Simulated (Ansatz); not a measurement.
Start from Ta in the bcc (W type) structure (space group Im-3m, No. 229; a = 3.3048 Å). Axes: x, y, z lie along the cube axes.

All numbers come from plane-wave PAW DFT at the r2SCAN level (Ansatz, a first-principles code, 500 eV), spin-orbit coupling left out.

For the base:

```
Item                             Value
-----------------------------  -------
Shortest interatomic distance  2.862 Å
Pressure                       0.0 GPa
```

It is then changed as follows: biaxial strain +2.14 %, plane normal [001], relaxed out of plane (Cartesian); in-plane vectors clamped, the third vector and the atoms free.

What happens to the shortest interatomic distance, pressure and energy relative to the base?

The shortest interatomic distance grows by 0.018 Å to 2.880 Å; the pressure (mean of the normal stresses, compression positive) goes from zero to -3.1 GPa; the energy increases by 12 meV/atom.

Without a gap, meshes like the base's 20×20×20 leave anisotropic stresses uncertain by several tenths of a GPa, and small strain energies with them. No phonon test of stability was made. The final runs are not spin-polarised.
